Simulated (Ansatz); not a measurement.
Data:

```yaml
crystal:
  lattice:
    - [0.00000, 2.26604, 2.28175]
    - [2.26604, 0.00000, 2.28175]
    - [2.26604, 2.26604, 0.00000]
  atoms:
    - { symbol: B, position: [0.00000, 0.00000, 0.00000] }
    - { symbol: P, position: [0.25000, 0.25000, 0.25000] }
```

The numbers are results of r2SCAN with spin-orbit coupling, rigid bands (plane waves, PAW; Ansatz, a first-principles code), not measurements. Condition of this run: uniaxial stress zz = -2 GPa (compression positive) (the target of the relaxation). Cell: cell and atoms relaxed with r2SCAN, then loaded as said.

Task: What conductivity effective mass do dilute electrons have at 300 K?

Result: 0.39 (x), 0.39 (y), 0.24 (z) mₑ.

Task: What conductivity effective mass do dilute holes have at 300 K?

Result: 0.41 (x), 0.41 (y), 0.36 (z) mₑ.

Task: And the band gap?

Result: 1.35 eV at this level; semilocal functionals usually fall short of the measured gap.

Rigid bands, one relaxation time for all states, no polarons.
